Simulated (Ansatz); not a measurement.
PtAu (R-3m, No. 166, 2 atoms in the cell; start mp-1219709), treated with PBEsol in Ansatz (plane waves, PAW).

Input file:

Ansatz 0.2 input:
```yaml
crystal:
  lattice:
    - [1.3936360222, 0.8046161326, 4.6427493145]
    - [-1.3936360222, 0.8046161326, 4.6427493145]
    - [0.0, -1.6092322652, 4.6427493145]
  atoms:
    - { symbol: Pt, position: [0.5, 0.5, 0.5] }
    - { symbol: Au, position: [0.0, 0.0, 0.0] }
basis:
  ecutwfc: 520
  ecutrho_ratio: 4
  xc_grid: 2
kpoints:
  mp_grid: { grid: [22, 22, 22] }
hamiltonian:
  xc: pbesol
  dispersion: none
  pseudopotentials: { kind: paw }
scf:
  occupations: { method: fermi_dirac, width: 0.05 }
output:
  forces: true
  stress: true
  eigenvalues: true
relax:
  f_tol: 0.004
  escape_saddle: false
  max_steps: 80
  cell: { stress_tol: 0.02, fix: [volume] }
```

Output (set-up and result lines):

```
Relaxation: its limit of steps is 80 (relax.max_steps)
Crystal: 2 atoms, lattice volume = 31.237 Å³
Basis set: ecut = 520 eV, 833 PW (Γ), FFT grids on a1−a3, a2−a3, a3, exchange–correlation on 48×48×80 points (8 copies of the dense FFT grid, shifted against one another)
Bands: 23, of which v1, the nominal top of the filled ones, is band 19 counted from 1 (18 counted from 0)
Symmetry: 12 space group operations
Space group: R-3m (ITA 166), of the structure as read, at distance tolerance 3.1e-5 Å
k-points: 1024 of 10648
Functional: x = pbesol(κ = 0.804, μ = 0.12345679012345678), c = pbesol(β = 0.046)
SCF iter   1: F=—  HF=-25390.866083 eV  |F-HF|=—  |Δ(HF+E_count)|=         —  Δρ=8.74e-3  dr2=3.42e-2
SCF iter   2: F=—  HF=-25390.861527 eV  |F-HF|=—  |Δ(HF+E_count)|=   4.56e-3  Δρ=3.45e-3  dr2=4.78e-3
  ...
SCF 1 converged in 7 iterations: F = -25390.860477 eV  dr2 = 2.52e-9
Crystal: 2 atoms, lattice volume = 31.237 Å³
Initial density: handed on by an earlier stage of this run
SCF 2 converged in 3 iterations: F = -25390.860501 eV  dr2 = 3.41e-8
Crystal: 2 atoms, lattice volume = 31.237 Å³
SCF iter   5: F=—  HF=-25390.860502 eV  |F-HF|=—  |Δ(HF+E_count)|=    0.00e0  Δρ=1.31e-7  dr2=5.82e-12
SCF iter   6: F=-25390.860502 eV  HF=-25390.860502 eV  |F-HF|=3.64e-12  |Δ(HF+E_count)|=  3.64e-12  Δρ=3.60e-8  dr2=3.62e-13
SCF 3 converged in 6 iterations: F = -25390.860502 eV  dr2 = 3.62e-13
SCF converged after 6 iterations
Free energy (F): -25390.860502 eV
Internal energy: -25390.852792 eV  (E = F + TS)
E sigma→0 (E₀):  -25390.856647 eV
Fermi energy:    22.281021 eV
--- Stress (GPa, compression-positive) ---
        4.872185      -0.000000       0.000000
       -0.000000       4.872185       0.000000
        0.000000       0.000000       4.873381
  P = ⅓ Tr σ = 4.8726 GPa (48.726 kbar)
```

The cell is one volume of an energy–volume scan, off the minimum.

The PAW data were made under PBE.

Note: the relaxation could not lower the start's symmetry, so the cell can be a saddle point above a distorted one.

It cost around 2.5 core-minutes (rough) of CPU time.

A start named mp-… is a Materials Project structure, which need not be a measured phase.

Ansatz is an electronic-structure program.
